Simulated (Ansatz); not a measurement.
Cell and atoms of amorphous Ti$_{16}$Si$_{32}$:

```
TiSi2
1.0
    9.02674     0.00000     0.00000
    0.00000     9.02674     0.00000
    0.00000     0.00000     9.02674
Ti Si
16 32
Direct
  0.00315   0.68871   0.92201
  0.83819   0.16434   0.70925
  0.39087   0.64615   0.95429
  0.68714   0.48151   0.83223
  0.31282   0.32236   0.48897
  0.48166   0.94800   0.88281
  0.10580   0.06401   0.86914
  0.55246   0.21429   0.65420
  0.91484   0.50527   0.17583
  0.19864   0.39808   0.97631
  0.86746   0.85369   0.44061
  0.28638   0.11663   0.16851
  0.39644   0.60304   0.32791
  0.99262   0.25785   0.41343
  0.21378   0.57556   0.64999
  0.65142   0.01258   0.16891
  0.75851   0.27422   0.19544
  0.69177   0.75769   0.95190
  0.90444   0.88182   0.73461
  0.52546   0.69594   0.71242
  0.79150   0.40567   0.56275
  0.86680   0.81443   0.15489
  0.19066   0.87893   0.05174
  0.36279   0.19289   0.89360
  0.61630   0.52748   0.12528
  0.53639   0.48289   0.54256
  0.10319   0.30550   0.70125
  0.10252   0.96448   0.32572
  0.73782   0.12249   0.42794
  0.92160   0.62801   0.64955
  0.07515   0.58456   0.40556
  0.06905   0.05057   0.58314
  0.01662   0.21636   0.11407
  0.64604   0.93677   0.63901
  0.56698   0.84158   0.39381
  0.43064   0.84495   0.15861
  0.23490   0.81700   0.78268
  0.93518   0.38487   0.90017
  0.18657   0.38130   0.25153
  0.45087   0.33456   0.20532
  0.32463   0.04248   0.65037
  0.27713   0.82145   0.48941
  0.70729   0.61205   0.36709
  0.47002   0.10283   0.39341
  0.17328   0.63092   0.14753
  0.64637   0.20249   0.93554
  0.85674   0.03424   0.98224
  0.40688   0.42149   0.78245
```

The numbers are results of PBE, scalar-relativistic without spin-orbit coupling (plane waves to 420 eV, PAW; Ansatz, a first-principles code), not measurements. Neutral PBE cell, which sets geometry, pressure and energy: sampling: a 2×2×2 Γ-centred mesh; Fermi-Dirac width 0.1 eV; no spin polarisation.

The cell was made by melting and quenching with the CHGNet potential and then relaxed with DFT. The hot cell started wider than the set density and was brought back towards it in steps. It is the lowest in DFT energy of 2 quenches. It is a model cell: composition and starting density were chosen by hand, and all elements were melted together. No dispersion term was used. Its density started from a set value of 3.69 and ended at 3.76 g/cm³. Cooling (nominally 240 K/ps over its main leg) ran many orders faster than in experiment, which tends to leave more defects and strain. A cell of this size samples the disorder only roughly. The volume was free in the relaxation, at fixed shape.

### Question
Give the pressure, the energy against reference phases and the spacing of the highest filled and lowest empty levels.

### Answer

| Item | Value |
|---|---|
| Pressure on a 2×2×2 Γ-centred mesh | 0.7 kbar |
| Largest force and stress component on that mesh (the relaxation ran on one k-point at (1/4, 1/4, 1/4)) | 0.37 eV/Å and 1.9 GPa |
| Energy relative to TiSi2 (Cmcm) (lowest mix at this level among the phases computed, not always the ambient ones) | 0.312 eV/atom |
| Gap on a 2×2×2 Γ-centred mesh (PBE) | within the smearing (under twice its width) |

Neighbours within Ti-Ti 3.88 Å, Ti-Si 3.22 Å, Si-Si 2.74 Å count as bonded.
